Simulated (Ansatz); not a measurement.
The starting structures come from a database of crystals and need not be the phases stable at ambient conditions.

 Where the default PAW files enter, the runs use the earlier of Ansatz's two default sets.

The decay constant κ of evanescent states in the gap governs leakage through a thin film.

Data:

```yaml
crystal:
  lattice:
    - [6.35500, 0.00000, 0.00000]
    - [1.87704, 6.18301, 0.00000]
    - [1.12354, -0.34108, 3.59186]
  atoms:
    - { symbol: Ta, position: [0.78838, 0.23350, 0.10581] }
    - { symbol: Ta, position: [0.21162, 0.76650, 0.89419] }
    - { symbol: Al, position: [0.59816, 0.82105, 0.20092] }
    - { symbol: Al, position: [0.40184, 0.17895, 0.79908] }
    - { symbol: O, position: [0.71592, 0.20247, 0.64204] }
    - { symbol: O, position: [0.28408, 0.79753, 0.35796] }
    - { symbol: O, position: [0.88438, 0.86483, 0.05781] }
    - { symbol: O, position: [0.11562, 0.13517, 0.94219] }
    - { symbol: O, position: [0.28260, 0.47329, 0.85870] }
    - { symbol: O, position: [0.71740, 0.52671, 0.14130] }
    - { symbol: O, position: [0.52512, 0.85809, 0.73744] }
    - { symbol: O, position: [0.47488, 0.14191, 0.26256] }
```

Space group of this cell: C2/m. The cell is taken as given.

Transport runs along the normal of the first two printed cell vectors.

The gap is the functional's own. No spin-orbit coupling. Mid-gap values are interpolated on the energy grid.

**Question.** Give the band gap and the smallest decay constant κ at mid-gap that PBEsol (Ansatz, a quantum-chemistry and plane-wave program) yields.

**Answer.** Gap 4.13 eV on a 8×6×8 mesh; κ = 0.425 1/Å, at (0.167, 0.500) of the in-plane reciprocal vectors. At the zone centre, at the nearest computed energy, the slowest state has κ = 0.45 1/Å.
